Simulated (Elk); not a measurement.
Worked example: self-consistent single point of CdSe (P6_3mc, 4 atoms in the cell) in Elk.

Computed with PBE, spin-orbit coupling in second variation, all-electron FP-LAPW, Elk's shipped species files, LAPW+lo basis (Elk 10.2.4).

```
CdSe
1.0
    4.34609     0.00000     0.00000
   -2.17305     3.76382     0.00000
    0.00000     0.00000     7.08984
Cd Se
2 2
Direct
  0.66667   0.33333   0.49995
  0.33333   0.66667   0.99995
  0.66667   0.33333   0.87591
  0.33333   0.66667   0.37591
```

Reference input (self-consistent single point, DFT, PBE, all-electron FP-LAPW, Elk's shipped species files, LAPW+lo basis): xctype = 20; rgkmax = 7.5; stype = 0; swidth = 0.0001 Ha; ngridk = 7 7 4; gmaxvr = 14 1/bohr; nxoapwlo = 1; rmtscf = 0.94; maxscl = 100. This run's input differs from it in these lines:

```diff
@@ -5,2 +5,5 @@
   20
+
+spinorb
+  .true.
 
@@ -17,2 +20,8 @@
   0.94
+
+lmaxi
+  3
+
+nempty
+  10
```

Log, with long lists cut:

```
│ Self-consistent loop started │
│ Loop number : 1 │
 total energy                :     -16061.6281427
 total moment                :  -0.3486795252E-17 -0.6048176605E-17  0.1957040674E-19
│ Loop number : 2 │
 total energy                :     -16061.6916735
 total moment                :  -0.4246941497E-17 -0.7336056801E-17  0.1705637849E-19
RMS change in Kohn-Sham potential (target) :   0.9813051612E-01 (  0.1000000000E-05)
Absolute change in total energy (target)   :   0.6353075841E-01 (  0.1000000000E-03)
│ Loop number : 3 │
 total energy                :     -16061.4543978
   [... lines left out ...]
 total energy                :     -16052.9114907
 total moment                :  -0.8009030691E-16 -0.1385918141E-15 -0.2910306998E-19
RMS change in Kohn-Sham potential (target) :   0.1475226951E-06 (  0.1000000000E-05)
Absolute change in total energy (target)   :   0.1372486058E-03 (  0.1000000000E-03)
│ Loop number : 15 │
 total energy                :     -16052.9114954
 total moment                :  -0.8002377048E-16 -0.1387200798E-15  0.3311275229E-19
RMS change in Kohn-Sham potential (target) :   0.5998630149E-07 (  0.1000000000E-05)
Absolute change in total energy (target)   :   0.2960307575E-04 (  0.1000000000E-03)
Convergence targets achieved

│ Loop number : 16 │

Energies :
 Fermi                       :     0.109097990360
 xc effective B-field        :    -0.508646343671E-09
 external B-field            :     -0.00000000000
 total energy                :     -16052.9114950
 (external B-field energy excluded from total)

Density of states at Fermi energy :   0.8111731066E-05
 (states/Hartree/unit cell)

Estimated indirect band gap :   0.1660535917E-01
 from k-point      1 to k-point      1
Estimated direct band gap   :   0.1660535917E-01
 at k-point      1

Charges :
 core                        :    96.00000000
 valence                     :    68.00000000
 interstitial                :    7.275569044
 muffin-tins (core leakage)
  species :    1 (Cd)
   atom    1                 :    46.28958868     (  0.5658810007E-03)
   [... lines left out ...]
  species :    2 (Se)
   atom    1                 :   0.4850871629E-21  0.6059826082E-20   0.000000000
   atom    2                 :   0.5490506967E-20 -0.2609815118E-20   0.000000000
 total in muffin-tins        :   0.1332810433E-19  0.7694984816E-20   0.000000000
 total moment                :  -0.8005119016E-16 -0.1386269757E-15 -0.3306949226E-19

│ Self-consistent loop stopped │
```

The run converged in 16 iterations. The count includes the last loop, which Elk runs after its targets are met. Against the reference run the gap on the mesh goes from 0.572 to 0.452 eV.

The starting cell comes from a database of computed structures (which also holds hypothetical and non-ambient phases and stackings), without a prior relaxation at this level. Values depend on the basis (sphere radii, cutoffs, local orbitals), which need not be converged.

Cost on one core of a shared machine: roughly 5 min.
